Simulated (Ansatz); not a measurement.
Abridged Ansatz (a quantum-chemistry and plane-wave program) output:

```
Relaxation: its limit of steps is 60 (relax.max_steps)
Pseudopotential: Nb, paw, valence charge 13
Crystal: 1 atoms, lattice volume = 16.295 Å³
Basis set: ecut = 420 eV, 321 PW (Γ), exchange–correlation on 40×40×40 points (8 copies of the dense FFT grid, shifted against one another)
Bands: 11, of which v1, the nominal top of the filled ones, is band 7 counted from 1 (6 counted from 0)
Symmetry: 48 space group operations
k-points: 256 of 8000
Functional: x = pbesol(κ = 0.804, μ = 0.12345679012345678), c = pbesol(β = 0.046)
SCF iter   1: F=—  HF=-4495.407952 eV  |F-HF|=—  |Δ(HF+E_count)|=         —  Δρ=6.60e-3  dr2=4.87e-3  ethr=1.77e-3  ⟨swp⟩=5.1  Hψ=16550  notcnv=0
SCF iter   2: F=—  HF=-4495.406330 eV  |F-HF|=—  |Δ(HF+E_count)|=   1.62e-3  Δρ=2.38e-3  dr2=3.22e-4  ethr=3.74e-5  ⟨swp⟩=2.5  Hψ=6507  notcnv=0  defer=9
SCF 1 converged in 6 iterations: F = -4495.406274 eV  dr2 = 1.26e-12
relax step   1: F+E_penalty+E_count = -4495.40627389 eV  Δ(F+E_penalty+E_count) = +0.000e0 eV  max|allowed force component| = 0.000e0 eV/Å  Δτ_max = 0.0000 Å  P = +14.994 GPa  Ω = 16.295 Å³  (6 SCF iters, dr2 threshold 1.00e-7 eV, accepted)
[... steps on the carried basis left out ...]
relax step   5: F+E_penalty+E_count = -4495.35054339 eV  Δ(F+E_penalty+E_count) = +7.654e-5 eV  max|allowed force component| = 0.000e0 eV/Å  Δτ_max = 0.0000 Å  P = +22.492 GPa  Ω = 15.816 Å³  stress off target by 7.94e-3 GPa  SCF on the basis re-selected at this cell (its energy is not comparable with the rows above)  (5 SCF iters)
SCF converged after 5 iterations
Free energy (F): -4495.350543 eV
Internal energy: -4495.340262 eV  (E = F + TS)
E sigma→0 (E₀):  -4495.345402 eV
Entropy (-TS):   -0.010282 eV (-10.282 meV/atom)
Fermi energy:    20.476674 eV
--- Forces (eV/Å), atoms counted from 1 ---
  atom   1  Nb    -0.00000000     0.00000000     0.00000000
--- Stress (GPa, compression-positive) ---
       22.492057      -0.000000       0.000000
        0.000000      22.492057       0.000000
        0.000000       0.000000      22.492057
  P = ⅓ Tr σ = 22.4921 GPa (224.921 kbar)
--- Relaxed structure (4 steps of the walk, 3 accepted, 1 SCFs on fresh bases) ---
  cell:  # Å, volume = 15.8161 Å³
    - [-1.5812973888977604, 1.5812973888977604, 1.5812973888977604]
    - [1.5812973888977604, -1.5812973888977604, 1.5812973888977604]
    - [1.5812973888977604, 1.5812973888977604, -1.5812973888977604]
  atoms:
    - { symbol: Nb, position: [0.0, 0.0, 0.0] }
```

**Question.** What was computed, and what are the main results?

**Answer.** Nb, 1 atom in the cell, with PBEsol in Ansatz (plane waves to 420 eV, PAW, scalar-relativistic without spin-orbit coupling), from a series relaxed to a target (pressure 22.5 GPa). The last SCF converged to F = -4495.350543 eV, or -4495.3505 eV per atom, at a pressure of 22.49 GPa. The total energy compares only with runs of the same code, potentials and settings.

Load acts through the strain it causes; cell and atoms are relaxed under it. Stability against distortions was not tested. Competing high-pressure phases were not computed. The final runs are not spin-polarised. The cell was made from Nb in the bcc (W type) structure (space group Im-3m, No. 229) by this change: pressure 22.5 GPa.

Keys are those of Ansatz 0.2.
